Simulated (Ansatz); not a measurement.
Consider BAs in the zinc blende structure (space group F-43m, No. 216; a = 4.768 Å). Axes: x, y, z lie along the cube axes.

Level of theory: DFT with PBEsol, PAW potentials and a 420 eV plane-wave cutoff in Ansatz (a program for electronic structure), scalar-relativistic without spin-orbit coupling.

One thing is altered: every lattice vector is shortened by 1.50 %, atoms relaxed at fixed cell.

### Question
Predict the stress tensor and what it implies for the stiffness.

### Answer
Stress of the strained cell less that of the base (GPa, compression positive):
```
   6.98    0.00    0.00
   0.00    6.98    0.00
   0.00    0.00    6.98
```

Then B = −ΔP/(ΔV/V₀) with ΔV/V₀ = -0.0443 gives secant stiffness values (nonlinear terms included at this strain): B ≈ 157 GPa.

As a check, the harmonic strain energy −½ V₀ Δσ:ε is 13 meV/atom; the computed energy rise is 13 meV/atom.

Whether these cells are dynamically stable was not tested.
